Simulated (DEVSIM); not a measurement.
Structure: In0.52Al0.48As/In0.53Ga0.47As p-n heterojunction, at 300 K.

| layer (left to right) | material | thickness (μm) | Nd (cm⁻³) | Na (cm⁻³) | τn (s) | τp (s) |
|---|---|---|---|---|---|---|
| 1 | In0.52Al0.48As | 0.120 | - | 4.3e17 | 2.3e-8 | 2.3e-8 |
| 2 | In0.53Ga0.47As | 0.250 | 2.3e16 | - | 2.3e-8 | 2.3e-8 |

Left contact: ohmic. Right contact: ohmic. Voltage is applied to the left contact. Recombination: SRH at mid-gap, Auger. Mobility is constant in doping.

This is a model device: material constants are rounded textbook-type values typed into the input, and sizes, dopings and lifetimes were drawn at random. Values at 300 K.

```csv
parameter,In0.52Al0.48As,In0.53Ga0.47As
gap (eV),1.45,0.74
affinity (eV),4,4.51
permittivity,12.5,13.9
Nc (cm⁻³),5.1e17,2.1e17
Nv (cm⁻³),1.1e19,7.7e18
μn (cm²/Vs),4000,12000
μp (cm²/Vs),75,300
Cn (cm⁶/s),1e-30,5e-29
Cp (cm⁶/s),1e-30,5e-29
```

Simulated with DEVSIM: 1D drift-diffusion, Boltzmann statistics, complete ionisation; no tunnelling, impact ionisation, image-force lowering or self-heating. Band offsets follow the typed affinities; no thermionic-emission limit at abrupt steps, no polarisation charge.

**Question.** Tabulate band edges, carrier densities and field at zero bias.

**Answer.** Energies count from the Fermi level of the right contact; mesh points crowd at the junctions.

```
x (μm)    Ec (eV)  Ev (eV)  n (cm⁻³)  p (cm⁻³)  field (V/cm)
--------  -------  -------  --------  --------  ------------
0.000       1.366   -0.084     < 1e2    4.3e17           ≈ 0
0.003288    1.366   -0.084     < 1e2    4.3e17           ≈ 0
0.008640    1.366   -0.084     < 1e2    4.3e17           ≈ 0
0.01822     1.366   -0.084     < 1e2    4.3e17           ≈ 0
0.03912     1.366   -0.084     < 1e2    4.3e17           ≈ 0
0.06471     1.366   -0.084     < 1e2    4.3e17          -130
0.08942     1.363   -0.087     < 1e2    3.7e17         -5500
0.1063      1.327   -0.123     < 1e2    9.3e16        -49000
0.1140      1.272   -0.177     < 1e2    1.1e16        -92000
0.1183      1.227   -0.223     < 1e2    2.0e15       -120000
0.1211      0.685   -0.055    650000    9.2e17        -99000
0.1273      0.637   -0.103   4200000    1.4e17        -65000
0.1355      0.588   -0.152     2.8e7    2.1e16        -56000
0.1492      0.515   -0.225     4.7e8    1.3e15        -51000
0.1842      0.355   -0.385    2.3e11    2.6e12        -40000
0.2303      0.201   -0.539    9.0e13     6.7e9        -27000
0.2837      0.100   -0.640    4.4e15     1.4e8        -12000
0.3201      0.071   -0.669    1.3e16     4.5e7         -4800
0.3479      0.062   -0.678    1.9e16     3.1e7         -2400
0.3587      0.059   -0.681    2.1e16     2.8e7         -2000
0.3652      0.058   -0.682    2.2e16     2.7e7         -1900
0.3700      0.057   -0.683    2.3e16     2.6e7         -1900
```
